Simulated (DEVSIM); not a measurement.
System: illuminated Si n-on-p cell, one wavelength, at 300 K.

Layer 1 from the left is Si, thickness (μm) 0.370, Nd (cm⁻³) 5.7e17, τn (s) 3.5e-8, τp (s) 9.4e-8, absorption coefficient (cm⁻¹) 5700. Layer 2 from the left is Si, thickness (μm) 260, Na (cm⁻³) 5.3e15, τn (s) 9.4e-7, τp (s) 9.4e-7, absorption coefficient (cm⁻¹) 5700.

Left contact: ohmic, minority hole recombination velocity 800 cm/s. Right contact: ohmic, minority electron recombination velocity 2e5 cm/s. Voltage is applied to the left contact. Recombination: SRH at mid-gap, radiative, Auger. Gap narrowing is on: ΔEg = 6.92 meV × (l + √(l² + 0.5)), l = ln(N/1.3e17 cm⁻³), shared equally by both band edges. Light enters at the left, 1.3e18 photons cm⁻² s⁻¹, one pass, no reflection. Mobility is μmin + (μ − μmin)/(1 + (N/Nref)^α).

This is a model device: material constants are rounded textbook-type values typed into the input, and sizes, dopings and lifetimes were drawn at random. Values at 300 K.

Si: gap (eV) 1.124, affinity (eV) 4.05, permittivity 11.7, Nc (cm⁻³) 2.86e19, Nv (cm⁻³) 3.1e19, μn (cm²/Vs) 1417, μp (cm²/Vs) 470, μn,min 52, μp,min 45, Nref,n 9.7e16, Nref,p 2.2e17, αn 0.68, αp 0.72, B (cm³/s) 4.7e-15, Cn (cm⁶/s) 2.8e-31, Cp (cm⁶/s) 9.9e-32.

Model (solved in DEVSIM): 1D drift-diffusion, Boltzmann statistics, complete ionisation; no tunnelling, impact ionisation, image-force lowering or self-heating.

What does the simulation give for the dark forward voltage at 1 A/cm²?

dark forward voltage at 1 A/cm² 0.689 V.
